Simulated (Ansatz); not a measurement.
## As, pressure series

The reference is As in the A7 type structure (space group R-3m, No. 166; layered).

```
As
1.0
    1.89202     1.09236     3.36884
   -1.89202     1.09236     3.36884
    0.00000    -2.18472     3.36884
As
2
Direct
  0.23031   0.23031   0.23031
  0.76969   0.76969   0.76969
```

Cell and atoms are relaxed at each pressure.

The values are results of PBE-D3(BJ) (Ansatz, an electronic-structure program, PAW, no SOC), earlier PAW set, not measurements.

```
variant           c/a ratio     density
----------------  ---------  ----------
base                  2.671  5.96 g/cm³
pressure −2 GPa       2.745  5.69 g/cm³
pressure −1 GPa       2.702  5.83 g/cm³
pressure 0.3 GPa      2.665  5.99 g/cm³
pressure 0.7 GPa      2.654  6.03 g/cm³
pressure 1.5 GPa      2.637  6.12 g/cm³
pressure 3 GPa        2.612  6.26 g/cm³
pressure 5 GPa        2.584  6.44 g/cm³
pressure 7.5 GPa      2.558  6.63 g/cm³
pressure 10 GPa       2.538  6.81 g/cm³
```

The mesh was chosen for an insulator and is coarse for the gapless case. Load acts through the strain it causes; cell and atoms are relaxed under it. No phonon test of stability was made. No other phases were tried under pressure.
